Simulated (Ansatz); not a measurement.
Base system: SiC (space group P6_3mc, No. 186; a = 3.078 Å, c = 10.077 Å).

Structures relaxed with DFT with r2SCAN, PAW potentials and a 500 eV plane-wave cutoff in Ansatz (a program for electronic structure), scalar-relativistic without spin-orbit coupling, earlier PAW set.

Base:

Simulated powder pattern, Co Kα, λ = 1.79026 Å (kinematic, ideal powder, no thermal factors, no anomalous dispersion; the 14 strongest lines at most, above 2 %, up to 2θ = 90°):

```tsv
2θ (°)	I/Imax (%)	hkl
39.25	25	(100)
40.65	100	(101)
41.62	67	(004)
44.66	99	(102)
50.77	18	(103)
58.54	8.6	(104)
67.67	25	(105)
71.14	60	(110)
78.09	47	(106)
84.39	2.4	(200)
85.30	11	(201)
85.94	49	(114)
88.02	17	(202)
89.93	6.7	(107)
```

The change: every lattice vector is stretched by 2.61 %; the atoms relax in the strained cell.

After the change:

Simulated powder pattern, Co Kα, λ = 1.79026 Å (kinematic, ideal powder, no thermal factors, no anomalous dispersion; the 14 strongest lines at most, above 2 %, up to 2θ = 90°):

| 2θ (°) | I/Imax (%) | hkl |
|---|---|---|
| 38.21 | 25 | (100) |
| 39.58 | 100 | (101) |
| 40.52 | 67 | (004) |
| 43.46 | 98 | (102) |
| 49.39 | 18 | (103) |
| 56.91 | 8.6 | (104) |
| 65.73 | 25 | (105) |
| 69.07 | 60 | (110) |
| 75.75 | 46 | (106) |
| 82.64 | 11 | (201) |
| 83.25 | 48 | (114) |
| 85.23 | 16 | (202) |
| 87.06 | 6.5 | (107) |
| 89.53 | 4.2 | (203) |

The indices refer to the base's conventional cell; one index is shown for lines that coincide.

No phonon test of stability was made.
